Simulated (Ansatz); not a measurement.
The reference is PtAs2 (space group Pa-3, No. 205; a = 5.980 Å). Axes: x, y, z lie along the cube axes.

Computed with Ansatz (a quantum-chemistry and plane-wave program) PBEsol, no SOC, earlier PAW set.

Base values:

| Item | Result |
|---|---|
| Band gap | 0.26 eV |

It is then changed as follows: biaxial strain −4.45 %, plane normal [001], relaxed out of plane (Cartesian); in-plane vectors clamped, the third vector and the atoms free.

Problem. Predict the new band gap and energy relative to the base.

Solution. The band gap rises by 0.05 eV to 0.31 eV; the energy goes up by 90 meV/atom.

With Pt present, leaving out spin-orbit coupling can change the band edges. Stability against distortions was not tested. The zero or small gap of PtAs2 can change with the level of theory.
